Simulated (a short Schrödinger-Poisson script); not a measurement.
## MOS inversion layer, Al2O3 on p-type Si(100)

System: MOS inversion layer, Al2O3 on p-type Si(100), at 400 K.

| layer | material | thickness (nm) | Na (cm⁻³) |
|---|---|---|---|
| 1 | Al2O3 | 5.4 | - |
| 2 | Si | 480 | 7.9e17 |

Constants are typed, rounded textbook-type inputs, not results; the design itself was drawn at random and stands for no fabricated device. Al2O3: permittivity 9, conduction-band edge (eV) 2.7, gap (eV) 6.8, electron mass (mₑ) 0.3. Si: permittivity 11.7, conduction-band edge (eV) 0, gap (eV) 1.124, Nv at 300 K (cm⁻³) 3.1e19.

Channel valleys (confinement mass, in-plane density-of-states mass, number): Δ2 0.916, 0.19, 2; Δ4 0.19, 0.417, 4. At the gate the conduction-band edge of layer 1 lies 3.1 eV − eVg above the Fermi level of the channel; the field vanishes at the back. Gaps are held at their typed values at every temperature. Mesh 0.03 nm at interfaces.

From a short Schrödinger-Poisson script (our own, NumPy): 1D Poisson equation in equilibrium, electrons quantum, Hartree (BenDaniel-Duke, 12 states a valley, the channel's in-plane mass for all, wave functions ending at the dielectric), parabolic valleys, classical holes, full ionisation, no traps, pinning or gate leakage.

| Vg (V) | electrons (cm⁻²) | C (μF/cm²) | Δ2 E0 (meV) | Δ2 E1 (meV) | Δ4 E0 (meV) | Δ4 E1 (meV) |
|---|---|---|---|---|---|---|
| 0.2 | 2.44e6 | 0.290 | 530.6 | 591.2 | 586.5 | 683.3 |
| 0.3 | 2.11e7 | 0.273 | 454.2 | 518.4 | 513.4 | 616.5 |
| 0.4 | 1.92e8 | 0.259 | 376.4 | 443.8 | 438.6 | 547.5 |
| 0.5 | 1.81e9 | 0.252 | 297.6 | 368.0 | 362.5 | 476.7 |
| 0.6 | 1.70e10 | 0.284 | 219.1 | 292.3 | 286.6 | 405.7 |
| 0.7 | 1.24e11 | 0.500 | 149.1 | 225.2 | 219.3 | 342.7 |
| 0.8 | 4.63e11 | 0.811 | 102.0 | 181.3 | 175.4 | 302.1 |
| 0.9 | 9.91e11 | 0.984 | 73.7 | 156.4 | 150.6 | 279.8 |
| 1 | 1.61e12 | 1.07 | 54.6 | 140.8 | 135.1 | 266.4 |
| 1.1 | 2.28e12 | 1.12 | 40.4 | 129.9 | 124.3 | 257.4 |
| 1.2 | 2.99e12 | 1.16 | 28.8 | 121.7 | 116.1 | 250.9 |
| 1.3 | 3.71e12 | 1.18 | 19.1 | 115.1 | 109.6 | 245.9 |
| 1.4 | 4.45e12 | 1.20 | 10.5 | 109.7 | 104.3 | 241.9 |
| 1.5 | 5.19e12 | 1.21 | 2.8 | 105.0 | 99.7 | 238.6 |
| 1.6 | 5.95e12 | 1.22 | -4.3 | 100.9 | 95.7 | 235.8 |
| 1.7 | 6.71e12 | 1.23 | -10.8 | 97.3 | 92.2 | 233.4 |
| 1.8 | 7.48e12 | 1.24 | -16.9 | 94.0 | 89.0 | 231.3 |
| 1.9 | 8.26e12 | 1.25 | -22.7 | 91.1 | 86.0 | 229.5 |
| 2 | 9.03e12 | 1.25 | -28.2 | 88.3 | 83.3 | 227.8 |

Gate voltages with under 1e6 electrons/cm² are left out.

Subbands count from the Fermi level.
